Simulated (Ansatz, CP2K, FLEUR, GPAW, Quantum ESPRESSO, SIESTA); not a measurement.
# NiS (R3m, 6 atoms in the cell) computed with different codes at matched settings

Self-consistent single point, at a second geometry (lattice scaled by 0.98). First geometry:

```
CELL_PARAMETERS angstrom
      4.78826     2.76450     1.05011
     -4.78826     2.76450     1.05011
      0.00000    -5.52900     1.05011
ATOMIC_POSITIONS crystal
  Ni 0.65964 0.39689 0.39689
  Ni 0.39689 0.65964 0.39689
  Ni 0.39689 0.39689 0.65964
  S  0.78349 0.11926 0.11926
  S  0.11926 0.78349 0.11926
  S  0.11926 0.11926 0.78349
```

Shared settings, as Ansatz (an electronic-structure program) writes them: kpoints.mp_grid.grid = 7 7 7; scf.occupations.method = fermi_dirac; scf.occupations.width = 0.136 eV. Potentials and cutoffs stand in the table.

```
code                                                                                                                                 model  ΔF from the first geometry (meV/atom)  pressure (GPa)  largest force (eV/Å)           cutoff
----------------  ------------------------------------------------------------------------------------------------------------------------  -------------------------------------  --------------  --------------------  ---------------
Ansatz                                                                                                 LDA (PW92), PAW files made with PBE                                  -34.7           -2.56                 0.162          default
CP2K                                                  LDA (Pade form), GPW, DZVP-MOLOPT-SR-GTH basis, GTH-PADE potentials (GTH_POTENTIALS)                                  -37.9           -3.06                 0.224      grid 600 Ry
FLEUR                                                     LDA (Vosko-Wilk-Nusair), all-electron FLAPW (FLEUR), scalar-relativistic valence                                  -32.3               –                 0.124  Kmax 3.8 1/bohr
SIESTA            LDA PW92, numerical atomic orbitals DZP, PseudoDojo LDA standard norm-conserving potentials (rewritten from UPF to PSML)                                  -57.1           -6.81                 0.294      grid 400 Ry
GPAW                                                                         LDA (Perdew-Wang 92), GPAW PAW datasets LDA (gpaw-data 1.0.1)                                  -29.8           -1.38                 0.205           850 eV
Quantum ESPRESSO                                                                      LDA (PZ), PSlibrary ultrasoft (LDA) pseudopotentials                                  -31.6           -2.37                 0.171            50 Ry
```

For Quantum ESPRESSO (by 0.6 GPa) the energy change implies a higher mean pressure, against the two pressures, than for the other programs: a sign of finite-basis (Pulay) stress.

Size of the force on each atom (eV/Å): Sizes of forces hide their directions.

```json
[
 {"code": "Ansatz", "Ni1": "0.162", "Ni2": "0.162", "Ni3": "0.162", "S4": "0.137", "S5": "0.137", "S6": "0.137"},
 {"code": "CP2K", "Ni1": "0.005", "Ni2": "0.005", "Ni3": "0.005", "S4": "0.224", "S5": "0.224", "S6": "0.224"},
 {"code": "FLEUR", "Ni1": "0.124", "Ni2": "0.124", "Ni3": "0.124", "S4": "0.119", "S5": "0.119", "S6": "0.119"},
 {"code": "SIESTA", "Ni1": "0.294", "Ni2": "0.294", "Ni3": "0.294", "S4": "0.226", "S5": "0.226", "S6": "0.226"},
 {"code": "GPAW", "Ni1": "0.202", "Ni2": "0.202", "Ni3": "0.202", "S4": "0.205", "S5": "0.205", "S6": "0.205"},
 {"code": "Quantum ESPRESSO", "Ni1": "0.171", "Ni2": "0.171", "Ni3": "0.171", "S4": "0.155", "S5": "0.155", "S6": "0.155"}
]
```

A dash marks a value that a program does not give, or that is left out as unsure.

On Ansatz's run: spin polarisation is off, so a magnetic state, if there is one, cannot be reached.

The spread over the programs that give each value: ΔF from the first geometry within 27.3 meV/atom; pressure within 5.43 GPa; largest force within 0.170 eV/Å.

CP2K and SIESTA use small atom-centred bases, whose incompleteness enters pressures, forces and empty levels differently from a plane-wave cutoff. FLEUR treats all electrons, but the usual bases taken here (sphere radii, linearisation, local orbitals, empty states) were not tested for convergence, so the values are no reference for the others. Ansatz's pressure is given at a fixed set of plane waves, as the other plane-wave codes print theirs; with its correction for the finite basis it is -2.48 GPa. The same LDA comes in different parametrisations, which differ slightly. In the pressure, SIESTA (by 4.44) lies more than 1 GPa from the median of the plane-wave programs. In the force vectors, CP2K (by 0.167) and SIESTA (by 0.127) lie more than 0.08 eV/Å from the median of the plane-wave programs.

The starting cell comes from a database of computed structures (which also holds hypothetical and non-ambient phases and stackings), without a prior relaxation at this level. Its lattice was rescaled by a random factor within 2.5 % of one. For this run, on top of that: lattice scaled by 0.98.

Keys are those of Ansatz 0.2.
